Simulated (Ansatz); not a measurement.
System: cubic perovskite CsPbF3. Method: rVV10 (Ansatz, a first-principles code, plane waves, PAW).

Numerical settings: plane-wave cutoff 520 eV, 8×8×8 k mesh, Fermi–Dirac smearing 0.01 eV, scalar-relativistic PAW data made under PBE.

The volume scan:

```
V (Å³/atom)  E − E_lowest (meV/atom)
-----------  -----------------------
21.515                         13.11
21.973                          5.59
22.431                          1.34
22.888                          0.00
23.346                          1.25
23.804                          4.80
24.262                         10.40
```

Task: What bulk modulus B0 and pressure derivative B′ does a third-order Birch–Murnaghan fit give?

Result: V0 = 22.888 Å³/atom, B0 = 45.3 GPa, B′ = 4.8 (fit to the energies at full precision).

Note: the volume lies 5 % above that of the published cell.

Spin–orbit coupling is not included; it can shift volumes and moduli of such heavy elements.

Computed values are for the static lattice.
